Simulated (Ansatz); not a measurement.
Base system: BeTe in the zinc blende structure (space group F-43m, No. 216).

```
BeTe
1.0
    0.00000     2.82841     2.82841
    2.82841     0.00000     2.82841
    2.82841     2.82841     0.00000
Be Te
1 1
Cartesian
  0.00000   0.00000   0.00000
  1.41420   1.41420   1.41420
```

Calculations: r2SCAN (Ansatz, a program for electronic structure), no SOC.

Strains are applied to the cell and any free atomic positions relax.

One change was made to it. Results:

| quantity | base | after |
|---|---|---|
| smallest direct gap | 4.04 eV | 4.05 eV |
| valley order (the lowest conduction-band minima on the path, energy above the VBM, named in the base's zone) | X along ⟨100⟩ 2.37 eV; L along ⟨111⟩ 3.51 eV | X along ⟨100⟩ 2.41 eV; L along ⟨111⟩ 3.47 eV |

### Question
Name the change that was made.
A. isotropic strain +0.50 %
B. isotropic strain +3.00 %
C. isotropic strain +2.00 %

### Answer
A, isotropic strain +0.50 %. For comparison, the valley order in the other runs: isotropic strain +3.00 % gives X along ⟨100⟩ 2.57 eV; L along ⟨111⟩ 3.27 eV; Γ 3.73 eV; isotropic strain +2.00 % gives X along ⟨100⟩ 2.51 eV; L along ⟨111⟩ 3.35 eV; Γ 3.94 eV.

Spin-orbit coupling, missing from the scalar runs, can matter with Te. Stability against distortions was not tested.
